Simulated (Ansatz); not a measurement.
Native point defects in rock-salt ZrN, Zr-rich limit (Δμ(N) = -3.46 eV, Δμ(Zr) = 0.00 eV), neutral cells.

The numbers are results of PBE, PAW (plane waves to 420 eV; Ansatz, a first-principles code), not measurements. Details: 64-site cell; 4×4×4 shifted k-points; finite-size errors of tenths of an eV; the relaxation kept the symmetry of the starting site.

```json
[
 {"defect": "Zr interstitial", "charge": "0", "E_f (eV)": "11.87"},
 {"defect": "Zr vacancy", "charge": "0", "E_f (eV)": "3.00"},
 {"defect": "N on the Zr site", "charge": "0", "E_f (eV)": "14.29"},
 {"defect": "N vacancy", "charge": "0", "E_f (eV)": "-0.28"}
]
```

In order: N vacancy: -0.28 eV; Zr vacancy: 3.00 eV; Zr interstitial: 11.87 eV; N on the Zr site: 14.29 eV. Not listed: N interstitial, Zr on the N site. The cheapest of those listed is N vacancy.
